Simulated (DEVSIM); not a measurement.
Structure: abrupt In0.53Ga0.47As p-n junction, at 350 K.

Layer 1 from the left is In0.53Ga0.47As, thickness (μm) 2.50, Na (cm⁻³) 8.7e16, τn (s) 3.7e-10, τp (s) 3.7e-10. Layer 2 from the left is In0.53Ga0.47As, thickness (μm) 4.20, Nd (cm⁻³) 1.4e13, τn (s) 3.7e-10, τp (s) 3.7e-10.

Left contact: ohmic. Right contact: ohmic. Voltage is applied to the left contact. Recombination: SRH at mid-gap, Auger. Mobility is μmin + (μ − μmin)/(1 + (N/Nref)^α).

Constants are typed, rounded textbook-type inputs, not results; the design itself was drawn at random and stands for no fabricated device. Values at 300 K; Nc and Nv go as T^1.5, mobilities as T to minus their exponent, the gap by Varshni's rule with the affinity fixed.

In0.53Ga0.47As: gap (eV) 0.74, affinity (eV) 4.51, permittivity 13.9, Nc (cm⁻³) 2.1e17, Nv (cm⁻³) 7.7e18, μn (cm²/Vs) 12000, μp (cm²/Vs) 300, μn,min 300, μp,min 10, Nref,n 1.3e17, Nref,p 4.9e17, αn 0.48, αp 0.4, T exponent of μn 1.6, T exponent of μp 1.6, Cn (cm⁶/s) 5e-29, Cp (cm⁶/s) 5e-29, Varshni α (eV/K) 0.00035, Varshni β (K) 190.

Model (solved in DEVSIM): 1D drift-diffusion, Boltzmann statistics, complete ionisation; no tunnelling, impact ionisation, image-force lowering or self-heating.

**Question.** What does the simulation give for the potential step across the device at zero bias, the dark forward voltage at 100 A/cm², the largest field in the device at zero bias, the dark forward voltage at 1 A/cm²?

**Answer.** potential step across the device at zero bias 0.295 V; dark forward voltage at 100 A/cm² 0.711 V; largest field in the device at zero bias 16000 V/cm; dark forward voltage at 1 A/cm² 0.104 V.
